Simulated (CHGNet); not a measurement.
# CsCl-type TiCo

All values below come from the machine-learned potential CHGNet-r²SCAN (trained on r²SCAN data).

Cell (relaxed at this level):

TiCo is taken in the cubic space group Pm-3m (No. 221), the CsCl type structure, Pearson symbol cP2. Lattice parameters: a = b = c = 2.9777 Å, α = β = γ = 90.00°. Ti on 1a is coordinated by 8 Co at 2.579 Å and 6 Ti at 2.978 Å. Co on 1b has 8 Ti at 2.579 Å and 6 Co at 2.978 Å. (Neighbours: up to the widest gap in distance over summed covalent radii, below 1.35, at either atom.)

```json
{
  "lattice_constant_a": "2.978 Å",
  "volume_per_atom": "13.20 Å³/atom"
}
```

Measured, for comparison: lattice constant a 2.995 Å, equilibrium volume per atom 13.43 Å³/atom (room temperature, not corrected to a static lattice; as tabulated in Yamada et al. (2019), arXiv:1910.09660). Computed (rounded) less measured: lattice constant a -0.6 %, equilibrium volume per atom -1.7 %. A static lattice is as a rule a little smaller and stiffer than an uncorrected measurement, which narrows the difference in the lattice constant a, equilibrium volume per atom and would widen misses of the other sign.

A machine-learned potential is trained on density-functional data: it inherits that level's misses and adds fitting errors of its own.
